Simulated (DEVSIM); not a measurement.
Structure: W/Si3N4/SiO2/p-Si capacitor, at 300 K.

```tsv
layer (left to right)	material	thickness (nm)	Na (cm⁻³)
1	Si3N4	29.0	-
2	SiO2	0.940	-
3	Si	18000	1e15
```

Metal gate on the left, work function 4.6 eV. Fixed charge at the semiconductor interface -2.4e10 cm⁻² (in units of +e); no interface traps.

Constants are typed, rounded textbook-type inputs, not results; the design itself was drawn at random and stands for no fabricated device. Values at 300 K; Nc and Nv go as T^1.5, mobilities as T to minus their exponent, the gap by Varshni's rule with the affinity fixed.

```tsv
parameter	Si3N4	SiO2	Si
gap (eV)	5.1	9	1.124
affinity (eV)	2.1	0.9	4.05
permittivity	7.5	3.9	11.7
Nc (cm⁻³)	-	-	2.86e19
Nv (cm⁻³)	-	-	3.1e19
Varshni α (eV/K)	-	-	0.000473
Varshni β (K)	-	-	636
```

Model (solved in DEVSIM): 1D Poisson equation in equilibrium, Boltzmann statistics, complete ionisation; no quantum confinement or tunnelling. Metal contacts follow the ideal Schottky-Mott rule: no Fermi-level pinning, no interface dipoles.

The temperature was swept, all else fixed.

| temperature (K) | minimum of the low-frequency capacitance (μF/cm²) | threshold voltage (band bending 2φF) (V) | flat-band voltage (V) |
|---|---|---|---|
| 250 | 0.0115 | 0.42 | -0.35 |
| 300 | 0.0131 | 0.37 | -0.29 |
| 350 | 0.0149 | 0.31 | -0.22 |
| 400 | ___ | ___ | -0.16 |
| 450 | 0.0254 | 0.19 | -0.09 |
| 500 | 0.0404 | 0.12 | -0.02 |

Task: What belongs in the gaps?

Result: 
- 400, minimum of the low-frequency capacitance (μF/cm²): 0.0195
- 400, threshold voltage (band bending 2φF) (V): 0.25
